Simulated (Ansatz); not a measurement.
VPt2 (Immm, No. 71), treated with r²SCAN in Ansatz (PAW).

Run with plane-wave cutoff 500 eV, 24×24×24 k mesh, Fermi–Dirac smearing 0.1 eV, no spin polarisation, scalar-relativistic PAW data made under PBE.

Computed at the level's own relaxed cell.

Task: Give the computed volume per atom.

Result: 
* **volume per atom**: 14.41 Å³/atom

The run finds no gap.

Spin–orbit coupling is not included.

Computed values are for the static lattice.

Ansatz is a first-principles code.
